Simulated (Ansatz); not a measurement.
**Alloy series in SiO2**

Take SiO$_{2}$ in the rutile structure (space group P4_2/mnm, No. 136) as the base.

```xyz
6
Lattice="4.1852 0.0000 0.0000 0.0000 4.1852 0.0000 0.0000 0.0000 2.6688" Properties=species:S:1:pos:R:3 pbc="T T T"
Si     2.0926     2.0926     1.3344
Si     0.0000     0.0000     0.0000
O      3.3737     3.3737     1.3344
O      1.2811     2.9041     0.0000
O      2.9041     1.2811     0.0000
O      0.8115     0.8115     1.3344
```

The other end (x = 1) is SiS2 in the rutile structure (space group P4_2/mnm, No. 136; a hypothetical phase, not in the database extracts checked; made of chains): 17.76 Å³/atom, gap 0.32 eV; this end may not be an ambient phase.

S replaces a fraction x of O; each row is one arrangement (x, atoms in the cell, starting space group or random), fully relaxed.

Calculations: Kohn–Sham DFT with the r2SCAN functional, run in Ansatz (an electronic-structure program) with PAW and 500 eV plane waves, spin-orbit coupling left out.

Candidates:
(a) x(S) = 0.625, 12 atoms, Pm
(b) x(S) = 0.5, 12 atoms, P2_1/c
(c) x(S) = 0.75, 12 atoms, Cc

For the base:

```
Property          Result
---------------  -------
Volume per atom  7.79 Å³
```

Q: Order them by volume per atom, highest first.

A: (c) x(S) = 0.75, 12 atoms, Cc (18.87 Å³), (a) x(S) = 0.625, 12 atoms, Pm (14.82 Å³), (b) x(S) = 0.5, 12 atoms, P2_1/c (14.69 Å³)

Each cell is one ordered arrangement of few atoms, which overstates ordering effects compared with a random alloy. Whether these cells are dynamically stable was not tested. Under x(S) = 0.5, 12 atoms, P2_1/c and x(S) = 0.75, 12 atoms, Cc the cell changed shape so far that it is another structure.
